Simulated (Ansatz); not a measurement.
Defect migration in corundum: Al vacancy, charge state -3. The step: one Al atom jumps into the vacancy from a nearby Al site; the atom moves 2.43 Å along (-0.29, -0.57, 0.03) of the unit cell; the moving atom starts with neighbours O at 1.78, O at 1.84, O at 1.91, O at 1.99, O at 2.01, O at 2.17 Å and ends with O at 1.78, O at 1.84, O at 1.91, O at 1.99, O at 2.01, O at 2.17 Å. A PBE band in Ansatz (plane-wave PAW, the Γ point alone, 120 host sites, 93 SCF runs with any check of the saddle's order, static, no finite-size correction) gives a forward barrier of 1.49 eV. The saddle point's order was not checked. The charge state is imposed; whether it is stable for some Fermi level was not computed. Forms of the defect that were not tried may lie lower.

Single points at the band's start and saddle point can refine it. Rough cost of one point, in units of the band's mean SCF on the same machine:

```csv
Level,Cost of one point
"PBE, a 2×2×2 k-point mesh shifted by half a step along c",about 10
"r2SCAN at 500 eV, the Γ point alone",about 5
```

Question: Which of these move the barrier by more than 0.1 eV, and how far does each move it?

Answer: Not one does. PBE, a 2×2×2 k-point mesh shifted by half a step along c: 0.00 eV; r2SCAN at 500 eV, the Γ point alone: -0.04 eV. Each functional is compared with PBE at the same k-points.

Ansatz is an electronic-structure program.
